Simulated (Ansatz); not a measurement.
The reference is Mo in the bcc (W type) structure (space group Im-3m, No. 229; a = 3.151 Å; relaxed with 0.1 eV smearing). Axes: x, y, z lie along the cube axes.

Computed with r2SCAN (Ansatz, a first-principles code; PAW; 500 eV plane waves; no spin-orbit coupling), earlier PAW set.

Strains are applied to the cell and any free atomic positions relax; under biaxial strain the out-of-plane vector relaxes too.

One change was made to it. Results:

```json
[
 {"quantity": "shortest interatomic distance", "base": "5.157 bohr", "after": "5.093 bohr"},
 {"quantity": "energy relative to the base (free energy F)", "base": "0 meV/atom", "after": "+6.4 meV/atom"}
]
```

**Question.** Which of these changes matches the shifts?
A. uniaxial strain ε_xx = −4.09 %
B. biaxial strain −1.29 %, plane normal [110], relaxed out of plane
C. isotropic strain −2.32 %
D. strain tensor (xx, yy, zz, yz, xz, xy) = (+0.34, −0.62, +0.03, −1.55, −0.30, +0.49) %

**Answer.** D, strain tensor (xx, yy, zz, yz, xz, xy) = (+0.34, −0.62, +0.03, −1.55, −0.30, +0.49) %. For comparison, the energy relative to the base in the other runs: biaxial strain −1.29 %, plane normal [110], relaxed out of plane gives +7.7 meV/atom; isotropic strain −2.32 % gives +69 meV/atom; uniaxial strain ε_xx = −4.09 % gives +44 meV/atom.

Stability against distortions was not tested. The final runs are not spin-polarised.
